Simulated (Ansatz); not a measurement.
## Effect of pressure 15 GPa on ZrO2

Start from ZrO2 in the fluorite structure (space group Fm-3m, No. 225; a = 5.116 Å).

Modification: cell and atoms relaxed at a pressure of 15 GPa.

Method: plane-wave PAW DFT at the PBE level (Ansatz, a first-principles code, 420 eV), spin-orbit coupling left out. Settings: 11×11×11 k-points, 0.05 eV Fermi–Dirac smearing.

```csv
quantity,base,changed,shift
volume per atom,11.16 Å³,10.55 Å³,-0.61 Å³
density,6.11 g/cm³,6.47 g/cm³,+0.354 g/cm³
lattice parameter a,5.116 Å,5.021 Å,-0.095 Å
shortest interatomic distance,2.215 Å,2.174 Å,-0.041 Å
enthalpy H = E + PV relative to the base's energy,–,+1.01 eV/atom,–
band gap,3.32 eV,3.47 eV,+0.156 eV
gap character,"indirect, X → Γ","indirect, X → Γ",–
smallest direct gap,3.75 eV,3.95 eV,+0.20 eV
mean gap deformation potential ΔEg/Δln V,–,-2.8 eV,–
width of the top valence band,1.63 eV,1.67 eV,+0.04 eV
"electron mass (degenerate bands, along [100])","0.51, 2.1 mₑ (at Γ)","0.46, 2.0 mₑ (at Γ)",–
"valley order (the lowest conduction-band minima on the path, energy above the VBM, named in the base's zone)","Γ 3.32 eV; X along ⟨100⟩ 3.75 eV; a point along ⟨110⟩, about 0.8 Å⁻¹ from Γ 3.75 eV; L along ⟨111⟩ 3.94 eV","Γ 3.47 eV; a point along ⟨110⟩, about 0.8 Å⁻¹ from Γ 3.95 eV; X along ⟨100⟩ 3.95 eV; L along ⟨111⟩ 4.16 eV",–
```

Cost of the whole job for the changed cell (relaxation, final SCF and bands): around 12 core-seconds (rough).

Load acts through the strain it causes; cell and atoms are relaxed under it. Effective masses come from finite differences of ±0.01 Å⁻¹. Whether these cells are dynamically stable was not tested. Competing high-pressure phases were not computed. This is not the structure that ZrO2 has at room temperature and ambient pressure.
